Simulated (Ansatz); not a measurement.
## Quick settings and what they miss: VSi2 (P6_422, 9 atoms in the cell)

Self-consistent single point.

```
VSi2
1.0
    4.61383     0.00000     0.00000
   -2.30692     3.99569     0.00000
    0.00000     0.00000     6.42042
V Si
3 6
Cartesian
 -1.15346   1.99785   2.14014
  2.30692   0.00000   0.00000
  1.15346   1.99785   4.28028
  2.30692   2.69474   0.00000
 -1.18025   3.34521   4.28028
  1.12666   0.65048   2.14014
  0.00000   1.30096   0.00000
  3.48717   0.65048   4.28028
  1.18025   3.34521   2.14014
```

Level of theory: LDA (PW92), PAW files made with PBE (plane waves; Ansatz, an electronic-structure program).

Base settings: basis.ecutwfc = 420 eV; kpoints.mp_grid.grid = 7 7 4; hamiltonian.xc = lda; hamiltonian.pseudopotentials = {kind: paw} (the program's default PAW files); scf.occupations.method = cold; scf.occupations.width = 0.1 eV.

Tight run (finer mesh or higher cutoff; not a proven limit): basis.ecutwfc: 420 eV → 590 eV; kpoints.mp_grid.grid: 7 7 4 → 10 10 6; scf.convergence.dr2_threshold: default (1e-07 eV) → 1e-09 eV. It gave Fermi level (on the code's own zero) 13.32 eV; pressure -12.61 GPa; largest force (vector length) 0.014 eV/Å.

Quick runs, as changes from the base:
- A: the base itself
- B: basis.ecutwfc: 420 eV → 210 eV; kpoints.mp_grid.grid: 7 7 4 → 8 8 8; scf.occupations.width: 0.1 eV → 0.272 eV; scf.convergence.dr2_threshold: default (1e-07 eV) → 0.0001 eV
- C: basis.ecutwfc: 420 eV → 295 eV; kpoints.mp_grid.grid: 7 7 4 → 4 4 4; scf.occupations.method: cold → methfessel_paxton; scf.occupations.width: 0.1 eV → 0.136 eV
- D: basis.ecutwfc: 420 eV → 250 eV; kpoints.mp_grid.grid: 7 7 4 → 1 1 1; scf.occupations.width: 0.1 eV → 0.2 eV
- E: basis.ecutwfc: 420 eV → 250 eV; kpoints.mp_grid.grid: 7 7 4 → 6 6 6

Energies are extrapolated to zero smearing width, which holds to low order in the width alone.

The count of work is k-points × plane waves × bands × iterations; it is no time. 

Pressures in the table are Ansatz's without its Pulay estimate, at a fixed set of plane waves; the tight run's value above holds the estimate.

The starting cell comes from a database of computed structures (which also holds hypothetical and non-ambient phases and stackings), without a prior relaxation at this level. Its lattice was rescaled by a random factor within 2.5 % of one. Spin polarisation is off. In the base run, with a pressure of about -13 GPa the cell is away from its equilibrium volume at this level.

| run | energy less tight (meV/atom) | pressure less tight (GPa) | largest miss in a force vector (eV/Å) | count of work / tight |
|---|---|---|---|---|
| A | 0.1 | -0.02 | 0.012 | 0.21 |
| B | 1157.8 | -65.60 | 0.129 | 0.13 |
| C | 53.9 | -5.46 | 0.003 | 0.053 |
| D | 333.7 | -27.36 | 0.228 | 0.0044 |
| E | 320.7 | -23.43 | 0.031 | 0.11 |

Among the runs at the tight run's level, the energy misses run from 0.1 to 1157.8 meV/atom.

Left out of this page: 1 run of the series unsound by tests on forces, stress, charge or solver warnings.

Keys are those of Ansatz 0.2.
